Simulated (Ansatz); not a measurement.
### Question
Name crystals whose resistivity at 300 K lies between 14.9 and 23 μΩ·cm and whose mean free path at 300 K lies between 3.2 and 5 nm, by Ansatz (a quantum-chemistry and plane-wave program) with PBEsol, DFPT electron-phonon coupling, linearised Boltzmann equation.

### Answer
Many crystals can fit; among those computed here:
- RhTe (P6_3/mmc): 22 μΩ·cm, 4.9 nm
- ScCu (Pm-3m): 22 μΩ·cm, 4.6 nm
- TaC (Fm-3m): 15.0 μΩ·cm, 4.7 nm
- NbC (Fm-3m): 18.1 μΩ·cm, 4.1 nm

Metals; harmonic phonons alone scatter; means over directions. The mean free path is weighted by the current that each state carries. Halving the electron mesh moves these values by up to 9 %; q meshes are mostly untested. Spin-orbit coupling is left out.

Formula and space group known from diffraction (Crystallography Open Database), not checked to be the room-temperature form: RhTe (P6_3/mmc), ScCu (Pm-3m). The missing spin-orbit coupling matters most for TaC (Fm-3m).
